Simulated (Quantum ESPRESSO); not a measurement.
A self-consistent single point of Sr5In3 (I4/mcm, 16 atoms in the cell) with Quantum ESPRESSO.

Level of theory: LDA (PZ), GBRV 1.5 ultrasoft (LDA) pseudopotentials (plane waves; Quantum ESPRESSO 7.5).

```
CELL_PARAMETERS angstrom
      4.38992    -4.38992     8.24818
      4.38992     4.38992     8.24818
     -4.38992    -4.38992     8.24818
ATOMIC_POSITIONS crystal
  In 0.00000 0.25000 0.25000
  In 0.00000 0.75000 0.75000
  Sr 0.00000 0.00000 0.00000
  Sr 0.00000 0.50000 0.50000
  In 0.26998 0.61501 0.11501
  In 0.50000 0.88499 0.61501
  In 0.73002 0.38499 0.88499
  In 0.50000 0.11501 0.38499
  Sr 0.14936 0.32087 0.82087
  Sr 0.50000 0.47023 0.32087
  Sr 0.85064 0.97023 0.47023
  Sr 0.50000 0.82087 0.97023
  Sr 0.50000 0.52977 0.67913
  Sr 0.85064 0.67913 0.17913
  Sr 0.50000 0.17913 0.02977
  Sr 0.14936 0.02977 0.52977
```

Reference input (self-consistent single point, DFT, LDA (PZ), plane waves, GBRV 1.5 ultrasoft (LDA) pseudopotentials): ecutwfc = 40 Ry; ecutrho = 200 Ry; occupations = smearing; smearing = mp; degauss = 0.0036749 Ry; potentials = {In: in_lda_v1.4.uspp.F.UPF, Sr: sr_lda_v1.uspp.F.UPF}; K_POINTS = automatic 3 3 3 1 1 1; conv_thr = 1e-11 Ry. This run's input differs from it in these lines:

```diff
@@ -44,3 +44,3 @@
 K_POINTS {automatic}
-3 3 3  1 1 1
+4 4 4  0 0 0
```

Log, with long lists cut:

```
     Self-consistent Calculation

     iteration #  1     ecut=    40.00 Ry     beta= 0.70

     negative rho (up, down):  6.324E-01 0.000E+00

     total energy              =   -1497.74067407 Ry
     estimated scf accuracy    <       8.61485661 Ry

     iteration #  2     ecut=    40.00 Ry     beta= 0.70

     negative rho (up, down):  6.406E-01 0.000E+00

     total energy              =   -1496.31647654 Ry
     estimated scf accuracy    <      23.55863652 Ry

     iteration #  3     ecut=    40.00 Ry     beta= 0.70

     negative rho (up, down):  6.539E-01 0.000E+00

     total energy              =   -1500.56056327 Ry
     estimated scf accuracy    <       4.78480633 Ry

   [... 10 blocks of this kind left out ...]

     iteration # 14     ecut=    40.00 Ry     beta= 0.70

     negative rho (up, down):  6.631E-01 0.000E+00

     total energy              =   -1501.18189197 Ry
     estimated scf accuracy    <          1.1E-10 Ry

     iteration # 15     ecut=    40.00 Ry     beta= 0.70

     negative rho (up, down):  6.631E-01 0.000E+00
     End of self-consistent calculation

     the Fermi energy is     6.4903 ev

!    total energy              =   -1501.18189197 Ry
     estimated scf accuracy    <          6.7E-12 Ry
     smearing contrib. (-TS)   =       0.00014228 Ry
     internal energy E=F+TS    =   -1501.18203424 Ry

     convergence has been achieved in  15 iterations

     negative rho (up, down):  6.631E-01 0.000E+00

     Forces acting on atoms (cartesian axes, Ry/au):

     atom    1 type  1   force =    -0.00000000    0.00000000    0.00000000
     atom    2 type  1   force =     0.00000000    0.00000000   -0.00000000
     atom    3 type  2   force =     0.00000000    0.00000000    0.00000000
     atom    4 type  2   force =    -0.00000000    0.00000000    0.00000000
     atom    5 type  1   force =     0.00244969   -0.00244969   -0.00000000
   [... lines left out ...]
     Total force =     0.013153     Total SCF correction =     0.000003
   [... lines left out ...]

     negative rho (up, down):  6.631E-01 0.000E+00
          total   stress  (Ry/bohr**3)                   (kbar)     P=      -25.85
  -0.00018285   0.00000000   0.00000000          -26.90        0.00        0.00
   0.00000000  -0.00018285  -0.00000000            0.00      -26.90       -0.00
   0.00000000  -0.00000000  -0.00016151            0.00       -0.00      -23.76

   JOB DONE.
```

The run converged in 15 iterations. Against the reference run the free energy is nearly the same (within 1 meV/atom), the pressure stays at -2.59 GPa and the largest force goes from 0.107 to 0.102 eV/Å. The full log also holds: “c_bands:  1 eigenvalues not converged”.

The starting cell comes from a database of published, mostly measured structures (it also holds non-ambient and calculated ones), without a prior relaxation at this level. Its lattice was rescaled by a random factor within 2.5 % of one.

Cost on one core of a shared machine: roughly 30 min.
